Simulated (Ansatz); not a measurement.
Output of an Ansatz run (abridged):

```
WARN ansatz: RAYON_NUM_THREADS=1 ignored (pool sized by the plan → 1); use --threads N
basis.fft_grid_basis auto: the FFT boxes are laid along the combinations [[1, 0, -1], [0, 1, -1], [0, 0, 1]] of the cell's own vectors, 3.458, 3.458 and 5.745 …
Pseudopotentials: kind: paw
Pseudopotential: Tl, paw, valence charge 13
Pseudopotential: Hg, paw, valence charge 20
Crystal: 2 atoms, lattice volume = 55.790 Å³
Basis set: ecut = 420.4159175005146 eV, 1081 PW (Γ), FFT grids on a1−a3, a2−a3, a3
Bands: 21, of which v1, the nominal top of the filled ones, is band 17 counted from 1 (16 counted from 0)
Symmetry: 12 space group operations
Space group: R-3m (ITA 166), of the structure as read, at distance tolerance 3.8e-5 Å
k-points: 146 of 1331
PAW frozen core: Tl, regenerated for the run's functional, and the local potential with it
PAW frozen core: Hg, regenerated for the run's functional, and the local potential with it
Initial density: superposition of atomic densities (neutral atoms: chi_scale 0, normalization atom), corrected by the library's trained network
Initial wavefunctions: pseudopotential atomic-orbital guess
Eigensolver: davidson
Functional: x = slater, c = lda
SCF iter   1: F=—  HF=-24668.942687 eV  |F-HF|=—  |Δ(HF+E_count)|=         —  Δρ=4.66e-3  dr2=1.38e-2  ethr=1.77e-3  ⟨swp⟩=5.8  Hψ=13034  notcnv=0
all-band conjugate gradients solve this SCF's bands
preconditioner: auto → Kerker (q_TF=auto, 2.500 Å⁻¹)
SCF iter   2: F=—  HF=-24668.939387 eV  |F-HF|=—  |Δ(HF+E_count)|=   3.30e-3  Δρ=2.06e-3  dr2=2.81e-3  ethr=4.19e-5  ⟨swp⟩=2.6  Hψ=6015  notcnv=0
SCF iter   3: F=—  HF=-24668.938303 eV  |F-HF|=—  |Δ(HF+E_count)|=   1.08e-3  Δρ=5.08e-4  dr2=1.48e-4  ethr=8.52e-6  ⟨swp⟩=2.0  Hψ=4694  notcnv=0
SCF iter   4: F=—  HF=-24668.938278 eV  |F-HF|=—  |Δ(HF+E_count)|=   2.50e-5  Δρ=1.28e-4  dr2=6.57e-6  ethr=4.48e-7  ⟨swp⟩=2.0  Hψ=4038  notcnv=0
SCF iter   5: F=—  HF=-24668.938276 eV  |F-HF|=—  |Δ(HF+E_count)|=   1.45e-6  Δρ=2.84e-5  dr2=5.46e-7  ethr=1.99e-8  ⟨swp⟩=2.2  Hψ=4902  notcnv=0
SCF iter   6: F=-24668.938276 eV  HF=-24668.938276 eV  |F-HF|=4.67e-8  |Δ(HF+E_count)|=   1.37e-8  Δρ=1.11e-5  dr2=8.04e-8  ethr=3.03e-10  ⟨swp⟩=5.2  Hψ=12066  notcnv=0
SCF 1 converged in 6 iterations: F = -24668.938276 eV  dr2 = 8.04e-8
SCF converged after 6 iterations
Free energy (F): -24668.938276 eV
Harris-Foulkes:  -24668.938276 eV  (|F-HF|=4.67e-8)
Internal energy: -24668.907618 eV  (E = F + TS)
E sigma→0 (E₀):  -24668.922947 eV
Entropy (-TS):   -0.030658 eV (-15.329 meV/atom)
Fermi energy:    11.119734 eV
--- Per-component energies (eV) ---
  E_band       = -445.056821
  E_kinetic    = 937.411780
  E_local      = -3814.683110  (includes V_loc(G=0)·N_el)
  E_nonlocal   = 401.779810
  E_hartree    = 1579.432511
  E_xc         = -447.400582
  E_vxc        = -404.413201  (∫ρ·V_xc dr)
  E_paw        = -19523.711755  (= ΣΔE_a)
  E_vpaw       = -724.033633  (= ΣTr[D̂ρ^β])
  E_aug_tail   = 0.000879  (compensation charges beyond the density's cutoff)
  E_ewald      = -3802.171682
  E_core_change = 0.434532  (= ΣΔE_core)
  E_smearing   = -0.030658  (= −TS)
  E_closure    = 0.000000  (closes the sum)
  Σ components = -24668.938276   (vs F -24668.938276, Δ=0.00e0)
--- Forces (eV/Å), atoms counted from 1 ---
  atom   1  Tl     0.00000000     0.00000000     0.00000000
  atom   2  Hg     0.00000000     0.00000000     0.00000000
  max |Σ_I F_I| component: 5.26e-31 eV/Å
--- Stress (GPa, compression-positive) ---
       -3.276379      -0.000000      -0.000000
       -0.000000      -3.276379       0.000000
       -0.000000       0.000000      -4.227251
  P = ⅓ Tr σ = -3.5933 GPa (-35.933 kbar)
  The stress holds the Pulay correction. Without it, at fixed plane waves, as pw.x and ABINIT print it: P = -3.6266 GPa
--- Band table (eV; the first three rows and the last of 146) ---
  k-point 0: bands = ["-103.8786", "-52.1803", "-52.1499", "-52.1499", "-0.5870", "-0.4418", "-0.4418", "-0.1811", "-0.1811", "1.6001", "3.8686", "4.3359", "4.3359", "4.6954", "4.6954", "7.8637", "8.9976", "19.5500", "19.5500", "21.7034", "22.4339"]
  k-point 1: bands = ["-103.8786", "-52.1803", "-52.1507", "-52.1501", "-0.5600", "-0.4493", "-0.4073", "-0.2058", "-0.1854", "1.7507", "3.9303", "4.3157", "4.3858", "4.6262", "4.6827", "7.8387", "9.3453", "18.1618", "19.2243", "21.0717", "21.3732"]
  k-point 2: bands = ["-103.8786", "-52.1801", "-52.1527", "-52.1507", "-0.5418", "-0.4214", "-0.3132", "-0.2707", "-0.1966", "2.2037", "4.0385", "4.3225", "4.4654", "4.5231", "4.6487", "7.9045", "10.2158", "15.6930", "18.5023", "18.7303", "20.8432"]
  k-point 145: bands = ["-103.8786", "-52.1803", "-52.1507", "-52.1501", "-0.5443", "-0.4446", "-0.4026", "-0.2009", "-0.1741", "2.6416", "3.7969", "4.3005", "4.3674", "4.5532", "4.6544", "4.6816", "15.8000", "16.3774", "18.3928", "19.3846", "20.8033"]
```

The structure:

```xyz
2
Lattice="1.7290 0.9983 5.3872 -1.7290 0.9983 5.3872 0.0000 -1.9965 5.3872" Properties=species:S:1:pos:R:3 pbc="T T T"
Tl     0.0000     0.0000     8.0808
Hg     0.0000     0.0000     0.0000
```

Problem. Reconstruct the input of this run.

Solution. Other spellings and defaults could give the same log, and not every line can be read from it. The input that was run (DFT, LDA (PW92), plane waves, default PAW files made with PBE):

Ansatz 0.2 input:
```yaml
crystal:
  lattice:
    - [1.729021, 0.998251, 5.387219]
    - [-1.729021, 0.998251, 5.387219]
    - [0.000000, -1.996502, 5.387219]
  atoms:
    - { symbol: Tl, position_ang: [0.000000, 0.000000, 8.080828] }
    - { symbol: Hg, position_ang: [0.000000, 0.000000, 0.000000] }
basis:
  ecutwfc: 30.9 Ry
kpoints:
  mp_grid: { grid: [11, 11, 11] }
hamiltonian:
  xc: lda
  pseudopotentials: { kind: paw }
scf:
  occupations: { method: fermi_dirac, width: 0.0073 Ry }
output:
  forces: true
  eigenvalues: true
  stress: true
```

The starting cell comes from a database of computed structures (which also holds hypothetical and non-ambient phases and stackings), without a prior relaxation at this level. Its lattice was rescaled by up to half a per cent. Spin-orbit coupling is off. With a pressure of about -4 GPa the cell is away from its equilibrium volume at this level. Ansatz's pressure includes its estimate of the finite-basis (Pulay) stress.

Ansatz is a program for electronic structure.
